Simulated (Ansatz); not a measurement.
The reference is SnO$_{2}$ in the rutile structure (space group P4_2/mnm, No. 136; a = 4.769 Å, c = 3.212 Å). Axes: x, y, z lie along a, b, c of the conventional cell.

Computed with Ansatz (a first-principles code) PBEsol, no spin-orbit coupling.

Strains are applied to the cell and any free atomic positions relax.

One change was made to it. Results:

```json
[
 {"quantity": "electron mass", "base": "0.17 mₑ along c, 0.19 mₑ across (at Γ)", "after": "0.17 mₑ along z, 0.19 mₑ across (at Γ)"},
 {"quantity": "energy relative to the base (free energy F)", "base": "0 meV/atom", "after": "+0.6 meV/atom"},
 {"quantity": "band gap", "base": "0.92 eV", "after": "0.92 eV"}
]
```

**Question.** Which of these changes matches the shifts?
A) tensor shear ε_xz = +1.33 %
B) tensor shear ε_xz = +2.00 %
C) tensor shear ε_xz = +0.67 %
D) tensor shear ε_xz = +1.67 %

**Answer.** C, tensor shear ε_xz = +0.67 %. For comparison, the energy relative to the base in the other runs: tensor shear ε_xz = +1.33 % gives +2.4 meV/atom; tensor shear ε_xz = +1.67 % gives +3.8 meV/atom; tensor shear ε_xz = +2.00 % gives +5.4 meV/atom.

Masses are band curvatures over ±0.01 Å⁻¹ around the edge. Gaps are Kohn–Sham eigenvalue differences; semilocal functionals usually give less than the measured gap. Whether these cells are dynamically stable was not tested.
